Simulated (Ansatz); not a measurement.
Ansatz (a first-principles code) run on ScSi (Cm, 4 atoms in the cell): self-consistent single point

Level of theory: LDA (PW92), default PAW files made with PBE (plane waves; Ansatz).

This input was run:

Ansatz 0.2 input:
```yaml
crystal:
  lattice:
    - [1.986975, -4.928723, 0.000000]
    - [1.986975, 4.928723, 0.000000]
    - [0.000000, 0.000000, 3.649113]
  atoms:
    - { symbol: Sc, position: [0.139210, 0.860790, 0.263702] }
    - { symbol: Sc, position: [0.860790, 0.139210, 0.750000] }
    - { symbol: Si, position: [0.419440, 0.580560, 0.250000] }
    - { symbol: Si, position: [0.580560, 0.419440, 0.750000] }
basis:
  ecutwfc: 420.0
kpoints:
  mp_grid: { grid: [9, 9, 9] }
hamiltonian:
  xc: lda
  pseudopotentials: { kind: paw }
scf:
  occupations: { method: fermi_dirac, width: 0.1 }
output:
  forces: true
  eigenvalues: true
  stress: true
```

The program printed (abridged):

```
WARN ansatz: RAYON_NUM_THREADS=1 ignored (pool sized by the plan → 1); use --threads N
Pseudopotentials: kind: paw
Pseudopotential: Sc, paw, valence charge 11
Pseudopotential: Si, paw, valence charge 4
Crystal: 4 atoms, lattice volume = 71.473 Å³
Basis set: ecut = 420 eV, 1395 PW (Γ)
Bands: 19, of which v1, the nominal top of the filled ones, is band 15 counted from 1 (14 counted from 0)
Symmetry: 2 space group operations
Space group: Cm (ITA 8), of the structure as read, at distance tolerance 4.1e-5 Å
k-points: 205 of 729 (time reversal used)
PAW frozen core: Sc, regenerated for the run's functional, and the local potential with it
PAW frozen core: Si, regenerated for the run's functional, and the local potential with it
Initial density: superposition of atomic densities (neutral atoms: chi_scale 0, normalization atom), corrected by the library's trained network
Initial wavefunctions: pseudopotential atomic-orbital guess
Eigensolver: davidson
Functional: x = slater, c = lda
SCF iter   1: F=—  HF=-5399.024739 eV  |F-HF|=—  |Δ(HF+E_count)|=         —  Δρ=4.70e-3  dr2=8.96e-3  ethr=1.77e-3  ⟨swp⟩=5.2  Hψ=19554  notcnv=0
all-band conjugate gradients solve this SCF's bands
preconditioner: auto → Kerker (q_TF=auto, 2.361 Å⁻¹)
SCF iter   2: F=—  HF=-5399.023590 eV  |F-HF|=—  |Δ(HF+E_count)|=   1.15e-3  Δρ=2.76e-3  dr2=3.62e-3  ethr=2.99e-5  ⟨swp⟩=1.0  Hψ=5540  notcnv=0
SCF iter   3: F=—  HF=-5399.023126 eV  |F-HF|=—  |Δ(HF+E_count)|=   4.63e-4  Δρ=4.14e-4  dr2=9.74e-5  ethr=1.21e-5  ⟨swp⟩=2.0  Hψ=4355  notcnv=0
SCF iter   4: F=—  HF=-5399.023107 eV  |F-HF|=—  |Δ(HF+E_count)|=   1.99e-5  Δρ=1.14e-4  dr2=7.48e-6  ethr=3.25e-7  ⟨swp⟩=3.0  Hψ=7266  notcnv=0
SCF iter   5: F=—  HF=-5399.023105 eV  |F-HF|=—  |Δ(HF+E_count)|=   1.26e-6  Δρ=2.84e-5  dr2=7.57e-7  ethr=2.49e-8  ⟨swp⟩=2.1  Hψ=5161  notcnv=0
SCF iter   6: F=—  HF=-5399.023105 eV  |F-HF|=—  |Δ(HF+E_count)|=   1.17e-7  Δρ=1.37e-5  dr2=2.33e-7  ethr=3.33e-10  ⟨swp⟩=5.9  Hψ=17191  notcnv=0
SCF iter   7: F=-5399.023105 eV  HF=-5399.023105 eV  |F-HF|=1.57e-8  |Δ(HF+E_count)|=   3.61e-8  Δρ=4.48e-6  dr2=2.18e-8  ethr=3.33e-10  ⟨swp⟩=5.0  Hψ=15240  notcnv=0
SCF 1 converged in 7 iterations: F = -5399.023105 eV  dr2 = 2.18e-8
SCF converged after 7 iterations
Free energy (F): -5399.023105 eV
Harris-Foulkes:  -5399.023105 eV  (|F-HF|=1.57e-8)
Internal energy: -5398.953192 eV  (E = F + TS)
E sigma→0 (E₀):  -5398.988148 eV
Entropy (-TS):   -0.069914 eV (-17.478 meV/atom)
Fermi energy:    10.317661 eV
--- Per-component energies (eV) ---
  E_band       = -270.134586
  E_kinetic    = 608.446118
  E_local      = -1723.390887  (includes V_loc(G=0)·N_el)
  E_nonlocal   = 226.029573
  E_hartree    = 607.627835
  E_xc         = -319.717000
  E_vxc        = -356.383793  (∫ρ·V_xc dr)
  E_paw        = -2792.234110  (= ΣΔE_a)
  E_vpaw       = -240.089843  (= ΣTr[D̂ρ^β])
  E_aug_tail   = 0.000032  (compensation charges beyond the density's cutoff)
  E_ewald      = -2006.493258
  E_core_change = 0.778507  (= ΣΔE_core)
  E_smearing   = -0.069914  (= −TS)
  E_closure    = -0.000000  (closes the sum)
  Σ components = -5399.023105   (vs F -5399.023105, Δ=0.00e0)
--- Forces (eV/Å), atoms counted from 1 ---
  atom   1  Sc    -0.00000000     0.03620712    -0.33801590
  atom   2  Sc     0.00000000    -0.04565390     0.06062665
  atom   3  Si    -0.00000000     0.09724576     0.06414716
  atom   4  Si     0.00000000    -0.08779498     0.21324273
  max |Σ_I F_I| component: 4.01e-6 eV/Å
--- Stress (GPa, compression-positive) ---
       -4.477991       0.000000      -0.000000
        0.000000      -3.954117       0.474637
       -0.000000       0.474637      -3.861523
  P = ⅓ Tr σ = -4.0979 GPa (-40.979 kbar)
  The stress holds the Pulay correction. Without it, at fixed plane waves, as pw.x and ABINIT print it: P = -4.1253 GPa
--- Band table (eV; the first three rows and the last of 205) ---
  k-point 0: bands = ["-38.3290", "-38.2883", "-17.3769", "-17.2940", "-17.2562", "-17.2486", "-17.1491", "-17.1458", "-0.6288", "4.4273", "7.1537", "8.1154", "8.7750", "9.1618", "10.3756", "11.0290", "11.7183", "12.2176", "12.2422"]
  k-point 1: bands = ["-38.3271", "-38.2888", "-17.3692", "-17.2918", "-17.2562", "-17.2557", "-17.1601", "-17.1540", "-0.4912", "4.4725", "7.2530", "7.6272", "8.1209", "10.0353", "10.2987", "10.5403", "11.6068", "12.2436", "12.5858"]
  k-point 2: bands = ["-38.3220", "-38.2907", "-17.3476", "-17.2857", "-17.2724", "-17.2566", "-17.1944", "-17.1715", "-0.0839", "4.4052", "6.5394", "7.5256", "8.1462", "9.7968", "9.9272", "10.4275", "11.6760", "12.3587", "12.6781"]
  k-point 204: bands = ["-38.3113", "-38.3046", "-17.3179", "-17.3152", "-17.2560", "-17.2301", "-17.1974", "-17.1779", "-0.0749", "3.3503", "7.4856", "8.3651", "8.5728", "9.3351", "10.6869", "11.0168", "11.3564", "11.7483", "12.1882"]
```

The run converged in 7 iterations.

The starting cell comes from a database of computed structures (which also holds hypothetical and non-ambient phases and stackings), without a prior relaxation at this level. Its lattice was rescaled by up to half a per cent. One atom was moved a little off its site on purpose. With a pressure of about -4 GPa the cell is away from its equilibrium volume at this level. Ansatz's pressure includes its estimate of the finite-basis (Pulay) stress.
